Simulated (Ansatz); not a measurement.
Take CdSe in the wurtzite structure (space group P6_3mc, No. 186; a = 4.340 Å, c = 7.078 Å) as the base.

Calculations: r2SCAN, PAW, 500 eV (Ansatz, a quantum-chemistry and plane-wave program; without spin-orbit coupling).

Base values:

- Density = 5.50 g/cm³

One thing is altered: hydrostatic tension (pressure −1 GPa).

Question: Predict the new mean gap deformation potential ΔEg/Δln V.

Answer: The mean gap deformation potential ΔEg/Δln V is -2.4 eV.

Question: What happens to the density?

Answer: The density shrinks by 0.11 g/cm³ to 5.39 g/cm³.

Load acts through the strain it causes; cell and atoms are relaxed under it. Whether these cells are dynamically stable was not tested.
